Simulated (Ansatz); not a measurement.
System: InP (model structure, P3m1, No. 156, 20 atoms in the cell). Method: r²SCAN+rVV10 in Ansatz (PAW).

Numerical settings: plane-wave cutoff 560 eV, 12×12×1 k mesh (along the axes of the cell as run), Fermi–Dirac smearing 0.01 eV, scalar-relativistic PAW data made under PBE.

Cell (relaxed at this level):

InP is modelled in the trigonal space group P3m1 (No. 156), Pearson symbol hP20. Cell: a = 4.159 Å, b = 4.159 Å, c = 34.035 Å, α = 90.00°, β = 90.00°, γ = 120.00°. In1 on 1a is surrounded by 4 P at 2.547 Å (tetrahedral). P1 on 1a has 4 In at 2.547 Å (tetrahedral). In2 on 1b has 4 P at 2.547 Å (tetrahedral). P2 on 1b sees 4 In at 2.547 Å (tetrahedral). In3 on 1c is surrounded by 4 P at 2.547 Å (tetrahedral). P3 on 1c sees 4 In at 2.547 Å (tetrahedral). In4 on 1a is surrounded by 4 P at 2.547 Å (tetrahedral). P4 on 1a is coordinated by 4 In at 2.547 Å (tetrahedral). 12 further independent sites are not listed. (Neighbours: up to the widest gap in distance over summed covalent radii, below 1.35, at either atom; cation-cation and far metal-metal contacts left out.)

### Question
Predict the band gap.

### Answer

* **band gap**: 1.08 eV

Note: the relaxation could raise the start's symmetry but not lower it, so the cell can be a saddle point.

Spin–orbit coupling is not included.

The computed numbers hold no vibrational or temperature effects.

It cost very roughly 8 core-minutes of CPU time.

A model structure was made by putting elements into a prototype or built by hand; it is no filed structure, need not be a known phase, and can be a saddle point held by its symmetry.

Ansatz is a quantum-chemistry and plane-wave program.
